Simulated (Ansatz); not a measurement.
We consider InAs (model structure, started from the BN type, Pm-3n, No. 223, 12 atoms in the cell), described by LDA (Ansatz, a program for electronic structure, plane waves, PAW).

The input as run:

Ansatz 0.2 input:
```yaml
crystal:
  lattice:
    - [7.5023713544, 0.0, 0.0]
    - [0.0, 7.5023713544, 0.0]
    - [0.0, 0.0, 7.5023713544]
  atoms:
    - { symbol: In, position: [0.25, 0.0, 0.5] }
    - { symbol: In, position: [0.5, 0.25, 0.0] }
    - { symbol: In, position: [0.5, 0.75, 0.0] }
    - { symbol: In, position: [0.75, 0.0, 0.5] }
    - { symbol: In, position: [0.0, 0.5, 0.75] }
    - { symbol: In, position: [0.0, 0.5, 0.25] }
    - { symbol: As, position: [0.25, 0.5, 0.0] }
    - { symbol: As, position: [0.0, 0.25, 0.5] }
    - { symbol: As, position: [0.0, 0.75, 0.5] }
    - { symbol: As, position: [0.75, 0.5, 0.0] }
    - { symbol: As, position: [0.5, 0.0, 0.75] }
    - { symbol: As, position: [0.5, 0.0, 0.25] }
basis:
  ecutwfc: 520
  ecutrho_ratio: 4
  xc_grid: 2
kpoints:
  mp_grid: { grid: [6, 6, 6] }
  band_path:
    path:
      - [0.0, 0.0, 0.0]
      - [0.0, 0.166667, 0.0]
      - [0.0, 0.333333, 0.0]
      - [0.0, 0.5, 0.0]
      - [0.166667, 0.5, 0.0]
      - [0.333333, 0.5, 0.0]
      - [0.5, 0.5, 0.0]
      - [0.4, 0.4, 0.0]
      - [0.3, 0.3, 0.0]
      - [0.2, 0.2, 0.0]
      - [0.1, 0.1, 0.0]
      - [0.071429, 0.071429, 0.071429]
      - [0.142857, 0.142857, 0.142857]
      - [0.214286, 0.214286, 0.214286]
      - [0.285714, 0.285714, 0.285714]
      - [0.357143, 0.357143, 0.357143]
      - [0.428571, 0.428571, 0.428571]
      - [0.5, 0.5, 0.5]
      - [0.4, 0.5, 0.4]
      - [0.3, 0.5, 0.3]
      - [0.2, 0.5, 0.2]
      - [0.1, 0.5, 0.1]
      - [0.5, 0.5, 0.333333]
      - [0.5, 0.5, 0.166667]
    npoints: 1
hamiltonian:
  xc: lda
  dispersion: none
  pseudopotentials: { kind: paw }
scf:
  occupations: { method: fermi_dirac, width: 0.01 }
  convergence: { dr2_threshold: 0.0000000012 }
output:
  forces: true
  stress: true
  eigenvalues: true
  write_bands: true
```

From the output:

```
Crystal: 12 atoms, lattice volume = 422.275 Å³
Basis set: ecut = 520 eV, 11363 PW (Γ), exchange–correlation on 120×120×120 points (8 copies of the dense FFT grid, shifted against one another)
Bands: 101, of which v1, the nominal top of the filled ones, is band 84 counted from 1 (83 counted from 0)
Symmetry: 48 space group operations
Space group: Pm-3n (ITA 223), of the structure as read, at distance tolerance 7.5e-5 Å
k-points: 20 of 216
Functional: x = slater, c = lda
SCF iter   1: F=—  HF=-61385.454742 eV  |F-HF|=—  |Δ(HF+E_count)|=         —  Δρ=6.04e-3  dr2=9.93e-2
SCF iter   2: F=—  HF=-61385.426073 eV  |F-HF|=—  |Δ(HF+E_count)|=   2.87e-2  Δρ=2.55e-3  dr2=2.29e-2
  ...
SCF iter   8: F=—  HF=-61385.425274 eV  |F-HF|=—  |Δ(HF+E_count)|=   1.46e-7  Δρ=1.10e-6  dr2=7.51e-9
SCF iter   9: F=-61385.425274 eV  HF=-61385.425274 eV  |F-HF|=1.46e-11  |Δ(HF+E_count)|=   4.42e-9  Δρ=2.09e-7  dr2=2.10e-10
SCF 1 converged in 9 iterations: F = -61385.425274 eV  dr2 = 2.10e-10
SCF converged after 9 iterations
Free energy (F): -61385.425274 eV
Internal energy: -61385.425058 eV  (E = F + TS)
E sigma→0 (E₀):  -61385.425166 eV
Fermi energy:    4.913065 eV
--- Stress (GPa, compression-positive) ---
       -1.286535       0.000000       0.000000
       -0.000000      -1.286535       0.000000
        0.000000       0.000000      -1.286535
  P = ⅓ Tr σ = -1.2865 GPa (-12.865 kbar)
```

The PAW data were made under PBE.

Note: the relaxation could raise the start's symmetry but not lower it, so the cell can be a saddle point. Note: cell and atoms aren't relaxed at this level (pressure -1.3 GPa).

A model structure was made by putting elements into a prototype or built by hand; it is no filed structure, need not be a known phase, and can be a saddle point held by its symmetry.
